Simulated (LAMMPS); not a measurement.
LAMMPS 22 Jul 2025, classical MD, AIREBO (CH.airebo): C, 21952 atoms.

* **task**: MD, nve
* **potential**: AIREBO, CH.airebo
* **copies of the repeat unit**: 14×14×14
* **shape (slab and sphere leave vacuum in the box)**: bulk
* **temperature**: 800 K
* **steps**: 200
* **timestep**: 0.5 fs
* **neighbor skin**: 2 Å
* **neigh_modify**: every 1 delay 0 check yes
* **thermo**: 100
* **newton**: on (default)
* **atom_modify sort (bins of 2 Å where set)**: 1000 (default)
* **comm_style**: brick (default)
* **box**: 49.9 × 49.9 × 49.9 Å
* **start**: generated diamond lattice, warmed in an untimed run
* **compared values**: energy and forces of the first step, drift over the run

It runs on a single node (Arm Neoverse V2, 96 cores on 1 socket, no SMT, 1 L3 cache group; 94 cores' worth of CPU time may be used).

Each time is the median wall time of two to five repeats, run one at a time on the otherwise empty machine; start-up is included. Processes are pinned to neighbouring cores unless said otherwise. The build: PyPI wheel: MPICH, OPENMP and OPT packages; another build can shift the numbers. Scratch files lie in a memory file system. A preparatory run goes ahead and isn't timed.

Measured so far:

```csv
cores,layout,wall time
4,4 ranks,31 s
8,8 ranks,16 s
16,16 ranks,8.1 s
32,32 ranks,4.4 s
```

Still to be tried: 48 ranks; 64 ranks; 88 ranks. Up to how many cores does parallel efficiency stay at 50 % or above, and where is the shortest time?

Efficiency, counted from 4 cores, stays above one half up to 88 cores, the most tried. The shortest time, 2.2 s, comes at 88 cores. The share that grows most is that of set-up, start and exit outside the loop: from 2.1 % of the time on 4 cores to 20 % on 88. The largest part on 88 cores, pair forces (Pair), takes 30 s on 4 and 1.6 s there.

```
cores    layout  wall time  speed-up over 4  efficiency  core-seconds
-----  --------  ---------  ---------------  ----------  ------------
4       4 ranks       31 s             1.0×       100 %           120
8       8 ranks       16 s             2.0×        98 %           130
16     16 ranks      8.1 s             3.8×        94 %           130
32     32 ranks      4.4 s             7.0×        87 %           140
48     48 ranks      3.1 s             9.7×        81 %           150
64     64 ranks      2.5 s              12×        76 %           160
88     88 ranks      2.2 s              14×        63 %           200
```
